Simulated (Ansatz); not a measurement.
W2B2Si (model structure, started from the Ti2InB2 type, P-6m2, No. 187, 5 atoms in the cell), treated with LDA (plane waves, PAW; Ansatz, a first-principles code).

Numerical settings: plane-wave cutoff 520 eV, 24×24×8 k mesh (along the axes of the cell as run), Fermi–Dirac smearing 0.05 eV, no spin polarisation, scalar-relativistic PAW data made under PBE.

Cell (relaxed at this level):

```
CELL_PARAMETERS angstrom
      3.09078     0.00000     0.00000
     -1.54539     2.67669     0.00000
      0.00000     0.00000     6.57220
ATOMIC_POSITIONS crystal
  W  0.33333 0.66667 0.72688
  W  0.33333 0.66667 0.27312
  Si 0.00000 0.00000 0.00000
  B  0.00000 0.00000 0.50000
  B  0.66667 0.33333 0.50000
```

What does this level give for the bulk modulus B0?


bulk modulus B0: 296 GPa

Note: the run has no spin polarisation, so it can have missed a magnetic state; the bulk modulus is −V dP/dV from two relaxed cells at ±2 % in volume; the relaxation could raise the start's symmetry but not lower it, so the cell can be a saddle point.

Spin–orbit coupling is not included; it can open a gap where bands touch, and shift volumes and moduli.

Computed values are for the static lattice.

Computing time: around 8 core-minutes (rough).

A model structure was made by putting elements into a prototype or built by hand; it is no filed structure, need not be a known phase, and can be a saddle point held by its symmetry.
